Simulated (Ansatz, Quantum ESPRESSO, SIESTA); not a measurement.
## SrNiF6 (P1, 8 atoms in the cell) computed with different codes at matched settings

Self-consistent single point, at a second geometry (atoms moved at random). First geometry:

```
SrNiF6
1.0
    3.63099     2.09635     2.25259
   -3.63099     2.09635     2.25259
    0.00000    -4.19270     2.25259
Sr Ni F
1 1 6
Direct
  0.50000   0.50000   0.50000
  0.00000   0.00000   0.00000
  0.72210   0.72210   0.06795
  0.27790   0.27790   0.93205
  0.06795   0.72210   0.72210
  0.93205   0.27790   0.27790
  0.72210   0.06795   0.72210
  0.27790   0.93205   0.27790
```

Second geometry:
```
CELL_PARAMETERS angstrom
      3.63099     2.09635     2.25259
     -3.63099     2.09635     2.25259
      0.00000    -4.19270     2.25259
ATOMIC_POSITIONS crystal
  Sr 0.51406 0.49919 0.51283
  Ni 0.00147 0.00008 0.00679
  F  0.71106 0.73196 0.06021
  F  0.29782 0.29385 0.93107
  F  0.06037 0.71058 0.72306
  F  0.93885 0.27842 0.27719
  F  0.71218 0.05863 0.72041
  F  0.26418 0.92729 0.26845
```

Shared settings, as Ansatz (a first-principles code) writes them: kpoints.mp_grid.grid = 5 5 5; scf.occupations.method = fixed. Potentials and cutoffs stand in the table.

```json
[
 {"code": "SIESTA", "model": "GGA PBEsol, numerical atomic orbitals DZP, PseudoDojo PBEsol standard norm-conserving potentials (rewritten from UPF to PSML)", "ΔF from the first geometry (meV/atom)": "29.1", "pressure (GPa)": "-8.53", "largest force (eV/Å)": "2.572", "gap on the mesh (eV)": "0.769", "cutoff": "grid 300 Ry"},
 {"code": "Quantum ESPRESSO", "model": "PBEsol, PSlibrary ultrasoft (PBE) pseudopotentials", "ΔF from the first geometry (meV/atom)": "26.7", "pressure (GPa)": "-5.36", "largest force (eV/Å)": "2.501", "gap on the mesh (eV)": "1.022", "cutoff": "55 Ry"},
 {"code": "Ansatz", "model": "PBEsol, PAW files made with PBE", "ΔF from the first geometry (meV/atom)": "26.3", "pressure (GPa)": "-6.10", "largest force (eV/Å)": "2.357", "gap on the mesh (eV)": "0.969", "cutoff": "420 eV"}
]
```

Size of the force on each atom (eV/Å): Sizes of forces hide their directions.

```
code                Sr1    Ni2     F3     F4     F5     F6     F7     F8
----------------  -----  -----  -----  -----  -----  -----  -----  -----
SIESTA            0.306  2.572  0.527  1.813  0.959  0.136  0.908  0.929
Quantum ESPRESSO  0.183  2.501  0.479  1.708  0.883  0.111  0.813  0.927
Ansatz            0.175  2.357  0.578  1.767  0.991  0.251  0.910  0.698
```

Gaps are read on the mesh.

The spread over the programs that give each value: ΔF from the first geometry within 2.8 meV/atom; pressure within 3.17 GPa; largest force within 0.215 eV/Å; gap on the mesh within 0.253 eV.

SIESTA uses small atom-centred bases, whose incompleteness enters pressures, forces and empty levels differently from a plane-wave cutoff. Ansatz's pressure is given at a fixed set of plane waves, as the other plane-wave codes print theirs; with its correction for the finite basis it is -5.64 GPa (the shift of 0.46 GPa shows how far the cutoff is from converged). In the pressure, SIESTA (by 2.80) lies more than 1 GPa from the median of the plane-wave programs. In the gap, SIESTA (by 0.227) lies more than 0.12 eV from the median of the plane-wave programs.

The starting cell comes from a database of computed structures (which also holds hypothetical and non-ambient phases and stackings), without a prior relaxation at this level. Its lattice was rescaled by a random factor within 2.5 % of one. For this run, on top of that: atoms moved at random.

Left out of this page: CP2K (unsound by tests on forces, stress, charge or solver warnings).

Keys are those of Ansatz 0.2.
